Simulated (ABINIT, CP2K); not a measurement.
A CP2K input for a self-consistent single point of HfB₂ (P6/mmm, 3 atoms in the cell) (DFT PBE, GPW, DZVP-MOLOPT-SR-GTH basis, GTH-PBE potentials (GTH_POTENTIALS)):

```
&GLOBAL
  PROJECT calc
  RUN_TYPE ENERGY_FORCE
  PRINT_LEVEL MEDIUM
&END GLOBAL
&FORCE_EVAL
  METHOD Quickstep
  STRESS_TENSOR ANALYTICAL
  &DFT
    BASIS_SET_FILE_NAME BASIS_MOLOPT
    POTENTIAL_FILE_NAME GTH_POTENTIALS
    &QS
      METHOD GPW
      EPS_DEFAULT 1E-11
    &END QS
    &MGRID
      CUTOFF 500
      REL_CUTOFF 50
      NGRIDS 5
    &END MGRID
    &SCF
      SCF_GUESS ATOMIC
      EPS_SCF 1E-7
      MAX_SCF 100
      ADDED_MOS 4
      &DIAGONALIZATION
        ALGORITHM STANDARD
      &END DIAGONALIZATION
      &MIXING
        METHOD BROYDEN_MIXING
        ALPHA 0.3
        NBUFFER 8
        BETA 1.5
      &END MIXING
      &SMEAR ON
        METHOD FERMI_DIRAC
        ELECTRONIC_TEMPERATURE [K] 1160.45
      &END SMEAR
    &END SCF
    &KPOINTS
      SCHEME MONKHORST-PACK 8 8 6
      GAMMA_CENTERED T
    &END KPOINTS
    &XC
      &XC_FUNCTIONAL PBE
      &END XC_FUNCTIONAL
    &END XC
    &PRINT
      &MO
        EIGENVALUES T
        OCCUPATION_NUMBERS T
        NDIGITS 8
        FILENAME mo
        &EACH
          QS_SCF 0
        &END EACH
        ADD_LAST NUMERIC
      &END MO
      &MULLIKEN ON
      &END MULLIKEN
    &END PRINT
  &END DFT
  &SUBSYS
    &CELL
      ABC 3.11607700 3.11607602 3.46077000
      ALPHA_BETA_GAMMA 90.00000000 90.00000000 119.99999978
      PERIODIC XYZ
    &END CELL
    &COORD
      SCALED
      Hf       0.00000000     0.00000000     0.00000000
      B        0.33333300     0.66666700     0.50000000
      B        0.66666700     0.33333300     0.50000000
    &END COORD
    &KIND Hf
      BASIS_SET DZVP-MOLOPT-SR-GTH-q12
      POTENTIAL GTH-PBE-q12
    &END KIND
    &KIND B
      BASIS_SET DZVP-MOLOPT-SR-GTH-q3
      POTENTIAL GTH-PBE-q3
    &END KIND
  &END SUBSYS
  &PRINT
    &FORCES ON
    &END FORCES
    &STRESS_TENSOR ON
    &END STRESS_TENSOR
  &END PRINT
&END FORCE_EVAL
```

**Question.** Translate this input to ABINIT.

**Answer.** One input that does it (others would too):

```
# HfB2, PseudoDojo nc-sr-05 PBE standard
pp_dirpath "./"
pseudos "Hf.upf, B.upf"
acell 5.8885311944 5.8885311944 6.5399074803
rprim
         1.0000000000   -0.0000000440    0.0000000000
        -0.4999999619    0.8660254258    0.0000000000
         0.0000000000    0.0000000000    1.0000000000
natom 3
ntypat 2
znucl 72 5
typat 1 2 2
xcart
         0.0000000000    0.0000000000    0.0000000000
         0.0000000792    1.7990676140    1.7303850000
         1.5580382965    0.8995337384    1.7303850000
      Angstrom
ecut 38 Ha
ixc 11
occopt 3
tsmear 0.00367493
nband 14
kptopt 1
ngkpt 8 8 6
nshiftk 1
shiftk 0 0 0
nstep 50
tolvrs 1.0e-10
prtwf 0
prtden 0
```

Basis settings and potentials, where a program has them, do not carry over. This input uses DFT, PBE, plane waves, norm-conserving pseudopotentials (PseudoDojo nc-sr-05 PBE standard). Both were run: pressure 5.19 GPa in CP2K and 7.32 in ABINIT.

On ABINIT: the starting cell comes from a database of computed structures (which also holds hypothetical and non-ambient phases and stackings), without a prior relaxation at this level. Its lattice was rescaled by a random factor within 2.5 % of one. For this run, on top of that: lattice scaled by 0.98. With a pressure of about 7 GPa the cell is away from its equilibrium volume at this level.

On CP2K: the starting cell comes from a database of computed structures (which also holds hypothetical and non-ambient phases and stackings), without a prior relaxation at this level. Its lattice was rescaled by a random factor within 2.5 % of one. For this run, on top of that: lattice scaled by 0.98. Values carry the incompleteness of an atom-centred basis. With a pressure of about 5 GPa the cell is away from its equilibrium volume at this level.
